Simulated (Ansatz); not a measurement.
Take MgS in the rock salt structure (space group Fm-3m, No. 225) as the base.

```
MgS
1.0
    0.00000     2.60152     2.60152
    2.60152     0.00000     2.60152
    2.60152     2.60152     0.00000
Mg S
1 1
Direct
  0.00000   0.00000   0.00000
  0.50000   0.50000   0.50000
```

Method: r2SCAN in Ansatz (plane waves to 500 eV, PAW, scalar-relativistic without spin-orbit coupling).

For the base:

The hole mass comes out as 0.28, 0.93, 0.93 mₑ (at Γ).

One thing is altered: an isotropic linear strain of −0.50 %; the atoms relax in the strained cell.

### Question
What happens to the mean gap deformation potential ΔEg/Δln V?

### Answer
The mean gap deformation potential ΔEg/Δln V amounts to -2.1 eV.

### Question
Estimate the effect on the hole mass.

### Answer
The hole mass (degenerate bands, along [100]) becomes 0.28, 0.92, 0.92 mₑ (at Γ) (base: 0.28, 0.93, 0.93 mₑ (at Γ)).

Masses are band curvatures over ±0.01 Å⁻¹ around the edge. Gaps are read on the SCF mesh and a high-symmetry path. Whether these cells are dynamically stable was not tested.

Ansatz is an electronic-structure program.
